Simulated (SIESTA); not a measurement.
Input and output of a self-consistent single point for Ru (P6_3/mmc, 2 atoms in the cell) (SIESTA).

Method of the run: GGA PBEsol, numerical atomic orbitals TZP, PseudoDojo PBEsol standard norm-conserving potentials (rewritten from UPF to PSML) in SIESTA 5.4.2.

```
Ru
1.0
    1.35500    -2.34693     0.00000
    1.35500     2.34693     0.00000
    0.00000     0.00000     4.28000
Ru
2
Direct
  0.33333   0.66667   0.25000
  0.66667   0.33333   0.75000
```

Reference input (self-consistent single point, DFT, GGA PBE, numerical atomic orbitals TZP, PseudoDojo PBE standard norm-conserving potentials (rewritten from UPF to PSML)): XC.functional = GGA; XC.authors = PBE; potentials = PseudoDojo PBE standard; PAO.BasisSize = TZP; PAO.EnergyShift = 0.005 Ry; MeshCutoff = 300 Ry; kgrid.MonkhorstPack = 9 9 5; OccupationFunction = FD; ElectronicTemperature = 0.136 eV; MaxSCFIterations = 150; SCF.Mixer.Method = Pulay; SCF.Mixer.Weight = 0.1. This run's input differs from it in these lines:

```diff
@@ -1,2 +1,2 @@
-# files in the folder: Ru.psml (PseudoDojo PBE standard)
+# files in the folder: Ru.psml (PseudoDojo PBEsol standard)
 SystemName  Ru
@@ -22,3 +22,3 @@
 XC.functional                GGA
-XC.authors                   PBE
+XC.authors                   PBEsol
 PAO.BasisSize                TZP
```

Output (repeated stretches shortened):

```
        iscf     Eharris(eV)        E_KS(eV)     FreeEng(eV)     dDmax    Ef(eV) dHmax(eV)
   scf:    1    -5471.341933    -5493.684769    -5493.753938  1.425391 -2.566606  7.092150
   scf:    2    -5496.023286    -5494.890935    -5494.962415  0.143256 -2.937183  5.619576
   scf:    3    -5497.799327    -5496.882829    -5496.973119  0.503624 -4.434558  0.041320
   scf:    4    -5496.883461    -5496.883156    -5496.973434  0.008217 -4.444182  0.028825
   scf:    5    -5496.883551    -5496.883382    -5496.973664  0.014768 -4.465465  0.004213
   scf:    6    -5496.883496    -5496.883440    -5496.973669  0.002143 -4.467921  0.001088
mix: Pulay -- inversion failed, > SVD [rank/size] 4 / 5
   scf:    7    -5496.883430    -5496.883435    -5496.973669  0.000104 -4.468234  0.000343
mix: Pulay -- inversion failed, > SVD [rank/size] 4 / 6
   scf:    8    -5496.883435    -5496.883435    -5496.973669  0.000016 -4.468249  0.000309
SCF Convergence by DM+H criterion
max |DM_out - DM_in|         :     0.0000163559
max |H_out - H_in|      (eV) :     0.0003089020
SCF cycle converged after 8 iterations

Using DM_out to compute the final energy and forces

siesta: E_KS(eV) =            -5496.8834

siesta: E_KS - E_eggbox =     -5496.8834

siesta: Atomic forces (eV/Ang):
     1   -0.000000   -0.000029   -0.000000
     2   -0.000000    0.000029    0.000000
   Tot   -0.000000    0.000000    0.000000
   Max    0.000029
   Res    0.000017    sqrt( Sum f_i^2 / 3N )
   Max    0.000029    constrained

Stress tensor Voigt[x,y,z,yz,xz,xy] (kbar):       38.36       38.23       38.59        0.00       -0.00        0.00
(Free)E + p*V (eV/cell)    -5497.6260
Target enthalpy (eV/cell)    -5496.9737

siesta: Program's energy decomposition (eV):
siesta: FreeEng =     -5496.973669

   [... lines left out ...]
siesta: Cell volume =         27.221558 Ang**3
siesta:         -38.39440190        -38.39350039  kBar
   [... lines left out ...]
   2 16.000   1.891  -0.442  -0.048   0.940   1.950   1.950   1.950   0.322
              0.294   0.322   1.504   1.461   1.449   1.461   1.504  -0.086

             -0.095  -0.119  -0.095  -0.086  -0.041   0.013   0.030   0.013

             -0.041

mulliken: Qtot =       32.000

Mulliken Atomic Populations:
Atom #   charge [q] valence [e]  Species
     1     0.000000   16.000000  Ru
     2    -0.000000   16.000000  Ru
 Total    -0.000000
```

The run converged in 8 iterations. Against the reference run the pressure goes from 7.03 to -3.84 GPa.

The starting cell has typed, rounded lattice constants, without a prior relaxation at this level. Spin polarisation is off. Values carry the incompleteness of an atom-centred basis. With a pressure of about -4 GPa the cell is away from its equilibrium volume at this level.
